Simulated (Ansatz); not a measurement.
Base system: PbS in the rock salt structure (space group Fm-3m, No. 225; a = 5.975 Å).

Level of theory: DFT with r2SCAN, PAW potentials and a 500 eV plane-wave cutoff in Ansatz (an electronic-structure program), spin-orbit coupling left out.

Base values:

Shortest interatomic distance: 5.645 bohr
Band gap: 0.69 eV

One thing is altered: cell and atoms relaxed at a pressure of 22.5 GPa.

Estimate the effect on the shortest interatomic distance.

The shortest interatomic distance falls by 0.430 bohr (5.645 bohr → 5.215 bohr).

How does this affect the band gap?

The band gap becomes zero (base: 0.69 eV).

With Pb present, leaving out spin-orbit coupling can change the band edges. Load acts through the strain it causes; cell and atoms are relaxed under it. No phonon test of stability was made. No other phases were tried under pressure. All final runs are without spin polarisation. Gaps under 0.05 eV, about the width of the smearing, are given as zero. The zero or small gap of PbS under pressure 22.5 GPa can change with the level of theory.
